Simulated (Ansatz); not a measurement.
Input:

```
CELL_PARAMETERS angstrom
      0.00000     1.77514     1.77514
      1.77514     0.00000     1.77514
      1.77514     1.77514     0.00000
ATOMIC_POSITIONS crystal
  Cu 0.00000 0.00000 0.00000
```

Level of theory: PBEsol, rigid bands (plane waves, PAW, scalar-relativistic; Ansatz, a program for electronic structure). Condition of this run: hydrostatic pressure 2 GPa (the target of the relaxation). Cell: cell and atoms relaxed with PBEsol, then loaded as said.

Task: For narrow interconnects the product ρ₀λ of bulk resistivity and mean free path ranks metals, the lower the better. What is it here?

Result: 6.5 ×10⁻¹⁶ Ω·m².

Task: And the Drude plasma energy and the root-mean-square Fermi velocity at 300 K?

Result: 9.1 eV; 1.1e6 m/s.

A metal at this level (no band gap); rigid bands, thermally averaged at 300 K, both spins. Spin-orbit coupling is left out. τ is one relaxation time for all states; the product of resistivity and mean free path takes one path for all states instead.
